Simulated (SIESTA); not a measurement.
Band structure of HfO2 (Fm-3m, 3 atoms in the cell).

```
HfO2
1.0
    0.00000     2.47255     2.47255
    2.47255     0.00000     2.47255
    2.47255     2.47255     0.00000
Hf O
1 2
Cartesian
  0.00000   0.00000   0.00000
  3.70883   3.70883   3.70883
  1.23628   1.23628   1.23628
```

Method: GGA PBE, numerical atomic orbitals TZP, PseudoDojo PBE standard norm-conserving potentials (rewritten from UPF to PSML) (SIESTA 5.4.2).

Settings: XC.functional = GGA; XC.authors = PBE; potentials = PseudoDojo PBE standard; PAO.BasisSize = TZP; PAO.EnergyShift = 0.005 Ry; MeshCutoff = 300 Ry; kgrid.MonkhorstPack = 12 12 12; OccupationFunction = FD; ElectronicTemperature = 10 K; MaxSCFIterations = 150; SCF.Mixer.Method = Pulay; SCF.Mixer.Weight = 0.25; SCF.Mixer.History = 6; SCF.DM.Tolerance = 1.0E-05.

The starting cell comes from a database of computed structures (which also holds hypothetical and non-ambient phases and stackings), without a prior relaxation at this level. Its lattice was rescaled by a random factor within 2.5 % of one. Spin-orbit coupling is off. Values carry the incompleteness of an atom-centred basis.

**Question.** Predict the gap along the standard path and the places of the band edges.

**Answer.** The gap along the path is 3.85 eV, direct at X to within 0.01 eV. Another conduction valley lies within 0.1 eV, so the order of the valleys is not sure.

Levels in eV from the top of the valence band on the path, bands 9 to 13:
```csv
point,9,10,11,12,13
Γ,-6.00,-0.65,-0.65,-0.65,3.85
X,-3.70,-1.81,-1.81,0.00,3.86
W,-2.82,-2.82,-1.67,-0.23,5.00
K,-3.62,-2.58,-1.52,-0.38,4.44
L,-3.28,-2.95,-1.95,-1.95,4.66
U,-3.62,-2.58,-1.52,-0.38,4.44
```

Higher empty bands are left out: an atom-centred basis made for the valence describes them poorly.
